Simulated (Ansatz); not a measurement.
# A computed series for ZnS: response to strain

Base system: ZnS in the zinc blende structure (space group F-43m, No. 216).

```
ZnS
1.0
    0.00000     2.67832     2.67832
    2.67832     0.00000     2.67832
    2.67832     2.67832     0.00000
Zn S
1 1
Cartesian
  0.00000   0.00000   0.00000
  1.33916   1.33916   1.33916
```

Cartesian axes are those of the cell as printed.

Strains are applied to the cell and any free atomic positions relax; under biaxial strain the out-of-plane vector relaxes too.

Level of theory: PBEsol/PAW in Ansatz (a quantum-chemistry and plane-wave program), without spin-orbit coupling.

| biaxial strain, plane normal [001], relaxed out of plane (%) | band gap (eV) |
|---|---|
| 0 | 2.09 |
| 0.5 | 2.04 |
| 1 | 2.00 |
| 1.5 | 1.96 |
| 2 | ? |
| 2.5 | 1.88 |
| 3 | 1.84 |

**Question.** Fit E_g = E₀ + Dε (ε in %) to the rows shown and predict the withheld row.

**Answer.** Least squares on the printed values gives E₀ = 2.08 eV, D = -82.1 meV per % of strain (largest residual 0.01 eV); this predicts 1.92 eV, and the run gives 1.92 eV, in agreement.

Semilocal Kohn–Sham gaps tend to fall short of experiment. Whether these cells are dynamically stable was not tested.
